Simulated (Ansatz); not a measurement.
Reference: monolayer GeS, PBE, rigid bands (plane waves, PAW, scalar-relativistic; Ansatz, a program for electronic structure); geometry: cell and atoms relaxed with PBE.

```
GeS
1.0
    3.63854     0.00000     0.00000
    0.00000     4.52713     0.00000
    0.00000     0.00000    18.67823
Ge S
2 2
Direct
  0.75000   0.86851   0.56881
  0.25000   0.36851   0.43119
  0.25000   0.50609   0.55663
  0.75000   0.00609   0.44337
```

The band gap is 1.78 eV and the electron conductivity mass is 0.37 mₑ.

Question: Replace S by Se on the same sites and relax. What happens?

Answer: band gap falls (1.78 eV to 1.15 eV); electron conductivity mass falls (0.37 mₑ to 0.199 mₑ).

Question: Swap Ge for Sn, keeping the structure type. How do these values move?

Answer: band gap falls (1.78 eV to 1.50 eV); electron conductivity mass falls (0.37 mₑ to 0.21 mₑ).

Moves up to 5 % count as about the same. Masses are for dilute carriers at 300 K, harmonic means over directions unless an axis is named. Spin-orbit coupling is left out.
